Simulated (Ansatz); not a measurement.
Start from MgI₂ in the CdI2 type structure (space group P-3m1, No. 164; layered, stacked along the Cartesian z axis).

```
MgI2
1.0
    4.05970     0.00000     0.00000
   -2.02985     3.51581     0.00000
    0.00000     0.00000     6.58024
Mg I
1 2
Direct
  0.00000   0.00000   0.00000
  0.33333   0.66667   0.25401
  0.66667   0.33333   0.74599
```

Calculations: Ansatz (a quantum-chemistry and plane-wave program) PBEsol-D3(BJ), no SOC.

One change was made to it. Results:

The smallest direct gap goes up by 0.209 eV to 3.89 eV; the volume per atom shrinks by 2.87 Å³ (31.31 Å³ → 28.44 Å³); the band gap shrinks by 0.19 eV, from 3.34 eV to 3.15 eV.

Q: Which of these changes matches the shifts?
A. pressure 7.5 GPa
B. pressure 3 GPa
C. pressure 10 GPa
D. pressure −1 GPa
E. pressure 0.3 GPa

A: B, pressure 3 GPa. For comparison, the band gap in the other runs: pressure 7.5 GPa gives 2.84 eV; pressure 0.3 GPa gives 3.32 eV; pressure 10 GPa gives 2.71 eV; pressure −1 GPa gives 3.47 eV.

Spin-orbit coupling, missing from the scalar runs, can matter with I. Load acts through the strain it causes; cell and atoms are relaxed under it. Whether these cells are dynamically stable was not tested. No other phases were tried under pressure.
